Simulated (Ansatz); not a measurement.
**Effective masses and thermopower of SrC₂ (I4/mmm)**

Data:

```yaml
crystal:
  lattice:
    - [-2.02504, 2.02504, 3.37200]
    - [2.02504, -2.02504, 3.37200]
    - [2.02504, 2.02504, -3.37200]
  atoms:
    - { symbol: Sr, position: [0.00000, 0.00000, 0.00000] }
    - { symbol: C, position: [0.40660, 0.40660, 0.00000] }
    - { symbol: C, position: [0.59340, 0.59340, 0.00000] }
```

Level of theory: r2SCAN, rigid bands (plane waves, PAW, scalar-relativistic; Ansatz, a quantum-chemistry and plane-wave program). Condition of this run: functional r2SCAN on the same cell. Geometry: cell and atoms relaxed with PBEsol.

* **band gap**: 1.86 eV
* **electron conductivity mass (300 K, dilute)**: 0.57 (x), 0.57 (y), 0.35 (z) mₑ
* **hole conductivity mass (300 K, dilute)**: 3.8 (x), 3.8 (y), 1.84 (z) mₑ
* **effective density of states N_c (300 K)**: 2.1e19 cm⁻³
* **effective density of states N_v (300 K)**: 2.7e20 cm⁻³
* **density-of-states mass, electrons**: 0.89 mₑ
* **density-of-states mass, holes**: 4.9 mₑ
* **Seebeck coefficient, n-type 1e19 cm⁻³, 300 K**: -280 μV/K
* **best n-type power factor at 300 K for τ = 10 fs (best axis; densities from 1e16 to 1e21 cm⁻³ tried, whether or not they can be reached)**: 9.6 μW/(cm·K²) at 1e20 cm⁻³
* **Seebeck coefficient, p-type 1e19 cm⁻³, 300 K**: 496 μV/K

Rigid bands; masses and Seebeck coefficients take one relaxation time τ for all states and one kind of carrier; polarons and phonon drag are left out. Spin-orbit coupling is left out; where it splits the top of the valence band, N_v and the p-type Seebeck coefficient come out somewhat high without it. Geometry: cell and atoms relaxed with PBEsol.

Formula and space group known from diffraction (Crystallography Open Database), not checked to be the room-temperature form: SrC2 (I4/mmm).
